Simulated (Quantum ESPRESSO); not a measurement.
# Quick settings and what they miss: LaMg₂Si₂ (P4/mmm, 5 atoms in the cell)

Self-consistent single point.

```xyz
5
Lattice="4.3980 0.0000 0.0000 0.0000 4.3980 0.0000 0.0000 0.0000 5.9242" Properties=species:S:1:pos:R:3 pbc="T T T"
La     0.0000     0.0000     0.0000
Mg     0.0000     2.1990     2.9621
Mg     2.1990     0.0000     2.9621
Si     2.1990     2.1990     1.1793
Si     2.1990     2.1990     4.7448
```

Method: PBEsol, GBRV 1.5 ultrasoft (PBESOL) pseudopotentials (plane waves; Quantum ESPRESSO).

Base settings: ecutwfc = 40 Ry; ecutrho = 200 Ry; occupations = smearing; smearing = gauss; degauss = 0.0073499 Ry; potentials = {La: la_pbesol_v1.uspp.F.UPF, Mg: mg_pbesol_v1.4.uspp.F.UPF, Si: si_pbesol_v1.uspp.F.UPF}; K_POINTS = automatic 5 5 4 0 0 0; conv_thr = 1e-09 Ry; mixing_beta = 0.4.

Tight run (finer mesh or higher cutoff; not a proven limit): ecutwfc: 40 Ry → 56 Ry; ecutrho: 200 Ry → 280 Ry; conv_thr: 1e-09 Ry → 7.3e-11 Ry; K_POINTS: automatic 5 5 4 0 0 0 → automatic 7 7 6 0 0 0. It gave Fermi level (on the code's own zero) 8.09 eV; pressure -4.90 GPa; largest force (vector length) 0.159 eV/Å.

Quick runs, as changes from the base:
- A: the base itself
- B: ecutwfc: 40 Ry → 28 Ry; ecutrho: 200 Ry → 140 Ry; pseudopotentials: {La: la_pbesol_v1.uspp.F.UPF, Mg: mg_pbesol_v1.4.uspp.F.UPF, Si: si_pbesol_v1.uspp.F.UPF} → {La: la_lda_v1.uspp.F.UPF, Mg: mg_lda_v1.4.uspp.F.UPF, Si: si_lda_v1.uspp.F.UPF}; K_POINTS: automatic 5 5 4 0 0 0 → automatic 4 4 4 0 0 0 [LDA (PZ)]
- C: ecutwfc: 40 Ry → 24 Ry; ecutrho: 200 Ry → 120 Ry; smearing: gauss → mp; degauss: 0.0073499 Ry → 0.036749 Ry; pseudopotentials: {La: la_pbesol_v1.uspp.F.UPF, Mg: mg_pbesol_v1.4.uspp.F.UPF, Si: si_pbesol_v1.uspp.F.UPF} → {La: la_lda_v1.uspp.F.UPF, Mg: mg_lda_v1.4.uspp.F.UPF, Si: si_lda_v1.uspp.F.UPF}; K_POINTS: automatic 5 5 4 0 0 0 → automatic 6 6 6 0 0 0 [LDA (PZ)]
- D: ecutwfc: 40 Ry → 24 Ry; ecutrho: 200 Ry → 120 Ry; smearing: gauss → cold; degauss: 0.0073499 Ry → 0.0147 Ry; K_POINTS: automatic 5 5 4 0 0 0 → automatic 3 3 3 0 0 0
- E: ecutwfc: 40 Ry → 32 Ry; ecutrho: 200 Ry → 160 Ry; K_POINTS: automatic 5 5 4 0 0 0 → automatic 6 6 6 0 0 0
- F: ecutwfc: 40 Ry → 20 Ry; ecutrho: 200 Ry → 100 Ry; degauss: 0.0073499 Ry → 0.019992 Ry; K_POINTS: automatic 5 5 4 0 0 0 → automatic 2 2 2 0 0 0

Energies are extrapolated to zero smearing width, which holds to low order in the width alone (under cold and Methfessel-Paxton smearing the free energy itself is taken).

Dashes: energy of B, C, another energy zero; time of D, F, under 30 s.

† marks runs with another functional, U, potentials or spin treatment: their distance from the tight run is not a convergence error alone.

The count of work is k-points × plane waves × bands × iterations; it is no time. Core times come from one kind of shared machine and are given to one figure; runs under 30 s give none.

The starting cell comes from a database of computed structures (which also holds hypothetical and non-ambient phases and stackings), without a prior relaxation at this level. Its lattice was rescaled by a random factor within 2.5 % of one. In the base run, with a pressure of about -5 GPa the cell is away from its equilibrium volume at this level.

| run | energy less tight (meV/atom) | pressure less tight (GPa) | largest miss in a force vector (eV/Å) | count of work / tight | core time / tight (rough) |
|---|---|---|---|---|---|
| A | 11.2 | -0.02 | 0.088 | 0.25 | 0.3 |
| B† | – | -8.62 | 0.100 | 0.16 | 0.2 |
| C† | – | -26.56 | 0.007 | 0.26 | 0.2 |
| D | 614.2 | -25.26 | 0.043 | 0.046 | – |
| E | 21.0 | -1.49 | 0.011 | 0.40 | 0.3 |
| F | 2686.2 | -80.91 | 0.638 | 0.035 | – |

Among the runs at the tight run's level, the energy misses run from 11.2 to 2686.2 meV/atom.
